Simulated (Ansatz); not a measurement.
Candidates (primitive cells; geometry: cell and atoms relaxed with PBEsol):
A. PbF2 (Fm-3m), a = 4.1709 Å, b = 4.1709 Å, c = 4.1709 Å, α = 60.00°, β = 60.00°, γ = 60.00°
B. K₂Te (Fm-3m), a = b = c = 5.7209 Å, α = β = γ = 60.00°
C. Na$_{2}$Te (Fm-3m), a = b = c = 5.124 Å, α = β = γ = 60.00°

Question: Put the candidates in order of hole conductivity mass, highest first, for Ansatz (a first-principles code) with PBEsol with spin-orbit coupling, rigid bands.

Answer: B (7.3 mₑ), A (4.6 mₑ), C (1.74 mₑ)

Masses are for dilute carriers at 300 K, harmonic means over directions unless an axis is named.

Formula and space group known from diffraction (Crystallography Open Database), not checked to be the room-temperature form: K2Te (Fm-3m), Na2Te (Fm-3m), PbF2 (Fm-3m).
